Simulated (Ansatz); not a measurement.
Start from SiC in the wurtzite structure (space group P6_3mc, No. 186; a = 3.092 Å, c = 5.074 Å).

Level of theory: Ansatz (a first-principles code), PBE, PAW, cutoff 420 eV, no spin-orbit coupling, earlier PAW set.

Before the change:

* **Electron mass**: 0.27 mₑ along c, 0.44 mₑ across (at K)
* **Band gap**: 2.31 eV
* **Smallest direct gap**: 3.95 eV

The change: cell and atoms relaxed at a pressure of 3 GPa.

Question: What does the calculation give for the electron mass after the change?

Answer: The electron mass goes from 0.27 mₑ along c, 0.44 mₑ across (at K) to 0.26 mₑ along c, 0.44 mₑ across (at K).

Question: Predict the new band gap.

Answer: The band gap drops by 0.025 eV, from 2.31 eV to 2.28 eV.

Question: What happens to the smallest direct gap?

Answer: The smallest direct gap grows by 0.026 eV (3.95 eV → 3.97 eV).

Load acts through the strain it causes; cell and atoms are relaxed under it. Masses are band curvatures over ±0.01 Å⁻¹ around the edge. Stability against distortions was not tested.
